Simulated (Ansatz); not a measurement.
An Ansatz (an electronic-structure program) input (Ansatz PBEsol, scalar-relativistic without spin-orbit coupling):

Ansatz 0.2 input:
```yaml
crystal:
  lattice:
    - [0, 3.0142050484, 3.0142050484]
    - [3.0142050484, 0, 3.0142050484]
    - [3.0142050484, 3.0142050484, 0]
  atoms:
    - { symbol: Cu, position: [0, 0, 0] }
    - { symbol: I, position: [0.25, 0.25, 0.25] }
basis: { ecutwfc: 420, ecutrho_ratio: 4, xc_grid: 2, fft_grid_basis: typed }
kpoints: { mp_grid: { grid: [10, 10, 10] } }
hamiltonian:
  xc: pbesol
  dispersion: none
  pseudopotentials: { kind: paw }
scf: { occupations: { method: fermi_dirac, width: 0.05 }, convergence: { dr2_threshold: 0.0000000002 } }
relax: { f_tol: 0.005, max_steps: 50 }
output: { forces: true, stress: true }
checkpoint: { write: state.ck, write_every: 1000 }
```

### Question
Which symmetry and how many k-points will the program report, and about how many plane waves at Γ?

### Answer
Space group F-43m (ITA 216) with 24 operations, k-points 47 of 1000, and 1067 plane waves at Γ.

### Question
And the final pressure?

### Answer
-1.96 GPa (compression positive).

The cells carry an imposed strain or load. Stability against distortions was not tested. All final runs are without spin polarisation. The cell was made from CuI in the zinc blende structure (space group F-43m, No. 216) by this change: isotropic strain +1.50 %.
